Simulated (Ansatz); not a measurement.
For Be₃N₂ (Ia-3, No. 206), PBEsol in Ansatz (plane waves, PAW) gives:

* **equilibrium lattice constant a**: 8.110 Å
* **bulk modulus B0**: 221 GPa
* **cohesive energy**: 5.72 eV/atom
* **band gap**: 3.21 eV

Problem. What does r²SCAN in Ansatz (plane waves, PAW) give for the same quantities?

Solution. 
- lattice constant a: 8.114 Å (is nearly the same)
- bulk modulus: 227 GPa (goes up by 2.7 %)
- cohesive energy: 5.41 eV/atom (decreases by 0.31 eV/atom)
- band gap: 3.99 eV (increases by 0.78 eV)

Changes are worked out from the printed values.

Unless a cell is named, each level is at its own relaxed cell.

Density-functional gaps are differences of (generalised) Kohn–Sham levels.

Ansatz's density-functional and Hartree–Fock values are scalar-relativistic unless marked +SOC, with PAW data made under PBE.

Ansatz is a first-principles code.
